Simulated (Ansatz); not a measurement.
Input for (Al,Ga)2O3 alloy cell Al11GaO18 (corundum start):

Ansatz 0.2 input:
```yaml
crystal:
  lattice:
    - [4.830425202, 0.000000002, -0.000000008]
    - [-2.415212649, 4.183271016, 0.000000009]
    - [-0.000000021, 0.000000015, 13.15935314]
  atoms:
    - { symbol: Al, position: [1.000000031, 1.000000053, 0.852182387] }
    - { symbol: Ga, position: [0.666666646, 0.333333301, 0.189399648] }
    - { symbol: Al, position: [0.33333335, 0.666666631, 0.520462136] }
    - { symbol: Al, position: [1.000000002, 1.000000003, 0.353509165] }
    - { symbol: Al, position: [0.666666638, 0.333333324, 0.686184228] }
    - { symbol: Al, position: [0.333333308, 0.666666656, 0.016908185] }
    - { symbol: Al, position: [1.00000002, 1.000000028, 0.145704719] }
    - { symbol: Al, position: [0.666666672, 0.333333341, 0.482344141] }
    - { symbol: Al, position: [0.33333327, 0.666666656, 0.813756703] }
    - { symbol: Al, position: [0.999999968, 1.00000002, 0.648129873] }
    - { symbol: Al, position: [0.666666635, 0.333333287, 0.981071836] }
    - { symbol: Al, position: [0.333333334, 0.666666668, 0.317410121] }
    - { symbol: O, position: [0.02629072, 0.664936164, 0.417564243] }
    - { symbol: O, position: [0.694539936, -0.000320429, 0.74942404] }
    - { symbol: O, position: [0.355280196, 0.331097631, 0.080462529] }
    - { symbol: O, position: [0.638645475, 0.973709329, 0.417564234] }
    - { symbol: O, position: [0.30513973, 0.305460146, 0.749424035] }
    - { symbol: O, position: [0.975817409, 0.644719767, 0.080462542] }
    - { symbol: O, position: [0.971917883, 0.332801235, 0.583583989] }
    - { symbol: O, position: [0.638084767, 0.665278277, 0.915323944] }
    - { symbol: O, position: [0.292116141, 0.985264428, 0.251286899] }
    - { symbol: O, position: [0.667198824, 0.63911673, 0.583583981] }
    - { symbol: O, position: [0.33472172, 0.972806416, 0.915323951] }
    - { symbol: O, position: [1.014735592, 0.306851721, 0.251286871] }
    - { symbol: O, position: [0.36088328, 0.028082033, 0.583583979] }
    - { symbol: O, position: [0.027193545, 0.361915331, 0.915323952] }
    - { symbol: O, position: [0.69314829, 0.707883862, 0.251286893] }
    - { symbol: O, position: [0.335063799, 0.361354548, 0.417564249] }
    - { symbol: O, position: [1.000320434, 0.694860281, 0.749424047] }
    - { symbol: O, position: [0.668902393, 0.02418257, 0.080462484] }
basis:
  ecutwfc: 420
  ecutrho_ratio: 4
  xc_grid: 2
kpoints:
  mp_grid: { grid: [5, 5, 2] }
hamiltonian:
  xc: pbe
  dispersion: none
  pseudopotentials: { kind: paw }
scf:
  n_extra_bands: 14
  occupations: { method: fermi_dirac, width: 0.01 }
output:
  forces: true
  stress: true
  eigenstates:
    kpoints:
      - [0.0, 0.0, 0.0]
      - [-0.5, 0.0, -0.5]
      - [-0.5, -0.5, -0.5]
      - [0.0, -0.5, -0.5]
    e_range: [-4.0, 6.0]
    localisation: true
relax:
  f_tol: 0.03
  max_steps: 90
  cell: { stress_tol: 0.15 }
```

These are PBE (plane waves to 420 eV, PAW; Ansatz, a quantum-chemistry and plane-wave program) values and carry that method's errors. Scalar-relativistic, without spin–orbit coupling. Its k-point mesh 5×5×2, Fermi–Dirac width 0.01 eV.

**Question.** Write the closing report of this run, without the band table and long remarks, to eight decimals at most.

**Answer.** 
```
SCF converged after 3 iterations
Free energy (F): -19951.267499 eV
Harris-Foulkes:  -19951.267499 eV  (|F-HF|=7.08e-9)
Internal energy: -19951.267499 eV  (E = F + TS)
E sigma→0 (E₀):  -19951.267499 eV
Fermi energy:    10.129722 eV
--- Per-component energies (eV) ---
  E_band       = 129.263759
  E_kinetic    = 3619.266241
  E_local      = -8582.461162  (includes V_loc(G=0)·N_el)
  E_nonlocal   = 1395.059429
  E_hartree    = 3464.453663
  E_xc         = -1861.569273
  E_vxc        = -2109.533837  (∫ρ·V_xc dr)
  E_paw        = -9994.036399  (= ΣΔE_a)
  E_vpaw       = -1122.019061  (= ΣTr[D̂ρ^β])
  E_aug_tail   = 0.045208  (compensation charges beyond the density's cutoff)
  E_ewald      = -7992.025206
  E_smearing   = 0.000000  (= −TS)
  E_closure    = 0.000000  (closes the sum)
  Σ components = -19951.267499   (vs F -19951.267499, Δ=0.00e0)
--- Forces (eV/Å), atoms counted from 1 ---
  atom   1  Al     0.00000000    0.00000000     0.00142688
  atom   2  Ga    0.00000000     0.00000000    -0.00530118
  atom   3  Al     0.00000000    0.00000000     0.00057761
  atom   4  Al     0.00000000    0.00000000     0.00578143
  atom   5  Al     0.00000000    0.00000000     0.00388950
  atom   6  Al    0.00000000     0.00000000    -0.00250110
  atom   7  Al    0.00000000     0.00000000    -0.00197439
  atom   8  Al     0.00000000    0.00000000     0.00035758
  atom   9  Al     0.00000000    0.00000000     0.00215813
  atom  10  Al     0.00000000    0.00000000     0.00057896
  atom  11  Al    0.00000000     0.00000000    -0.00035980
  atom  12  Al    0.00000000     0.00000000    -0.00667254
  atom  13  O      0.00075847    -0.00024472     0.00006896
  atom  14  O      0.00009864     0.00028908    -0.00066277
  atom  15  O      0.00030939    -0.00079743     0.00057604
  atom  16  O     -0.00059117    -0.00053450     0.00006896
  atom  17  O      0.00020103    -0.00022997    -0.00066277
  atom  18  O     -0.00084529     0.00013077     0.00057604
  atom  19  O     -0.00066501    -0.00015957    -0.00027229
  atom  20  O      0.00101919    -0.00003024    -0.00023444
  atom  21  O     -0.00134420    -0.00133457     0.00119986
  atom  22  O      0.00047070    -0.00049613    -0.00027229
  atom  23  O     -0.00048341     0.00089776    -0.00023444
  atom  24  O      0.00182787    -0.00049683     0.00119986
  atom  25  O      0.00019431     0.00065570    -0.00027229
  atom  26  O     -0.00053578    -0.00086752    -0.00023444
  atom  27  O     -0.00048367     0.00183139     0.00119986
  atom  28  O     -0.00016731     0.00077921     0.00006896
  atom  29  O     -0.00029967    -0.00005912    -0.00066277
  atom  30  O      0.00053590     0.00066666     0.00057604
  max |Σ_I F_I| component: 1.29e-5 eV/Å
--- Stress (GPa, compression-positive) ---
        0.003417       0.000001       0.000000
       -0.000001       0.003417      0.000000
        0.000000      0.000000       0.012776
  P = ⅓ Tr σ = 0.0065 GPa (0.065 kbar)
--- Relaxed structure (5 steps of the walk, 5 accepted, 1 SCFs on fresh bases) ---
  F+E_penalty+E_count = -19951.26749890 eV   max|allowed force component| = 6.672e-3 eV/Å   (the final SCF, on the basis selected at the relaxed cell)
  cell:  # Å, volume = 265.9956 Å³
    - [4.82950028, 2.87073149e-8, 0.0]
    - [-2.41475017, 4.18246992, 0.0]
    - [0.0, 0.0, 13.16859336]
  atoms:
    - { symbol: Al, position: [1.00000000, 1.00000000, 0.85207229] }
    - { symbol: Ga, position: [0.66666667, 0.33333333, 0.18995588] }
    - { symbol: Al, position: [0.33333333, 0.66666667, 0.52036380] }
    - { symbol: Al, position: [1.00000000, 1.00000000, 0.35344715] }
    - { symbol: Al, position: [0.66666667, 0.33333333, 0.68620873] }
    - { symbol: Al, position: [0.33333333, 0.66666667, 0.01660482] }
    - { symbol: Al, position: [1.00000000, 1.00000000, 0.14587282] }
    - { symbol: Al, position: [0.66666667, 0.33333333, 0.48264376] }
    - { symbol: Al, position: [0.33333333, 0.66666667, 0.81374738] }
    - { symbol: Al, position: [1.0, 1.0, 0.64826869] }
    - { symbol: Al, position: [0.66666667, 0.33333333, 0.98106186] }
    - { symbol: Al, position: [0.33333333, 0.66666667, 0.31734932] }
    - { symbol: O, position: [0.02600564, 0.66525775, 0.41765268] }
    - { symbol: O, position: [0.69402131, -0.00029003, 0.74938761] }
    - { symbol: O, position: [0.35427924, 0.33090217, 0.08016416] }
    - { symbol: O, position: [0.63925211, 0.97399436, 0.41765268] }
    - { symbol: O, position: [0.30568866, 0.30597869, 0.74938761] }
    - { symbol: O, position: [0.97662293, 0.64572076, 0.08016416] }
    - { symbol: O, position: [0.97264131, 0.33317399, 0.58365719] }
    - { symbol: O, position: [0.63882755, 0.66549457, 0.91511970] }
    - { symbol: O, position: [0.29257656, 0.98575556, 0.25148649] }
    - { symbol: O, position: [0.66682601, 0.63946732, 0.58365719] }
    - { symbol: O, position: [0.33450543, 0.97333297, 0.91511970] }
    - { symbol: O, position: [1.01424444, 0.30682100, 0.25148649] }
    - { symbol: O, position: [0.36053268, 0.02735869, 0.58365719] }
    - { symbol: O, position: [0.02666703, 0.36117245, 0.91511970] }
    - { symbol: O, position: [0.69317900, 0.70742344, 0.25148649] }
    - { symbol: O, position: [0.33474225, 0.36074789, 0.41765268] }
    - { symbol: O, position: [1.00029003, 0.69431134, 0.74938761] }
    - { symbol: O, position: [0.66909783, 0.02337707, 0.08016416] }
```

Cost: roughly 2.1 core-minutes.
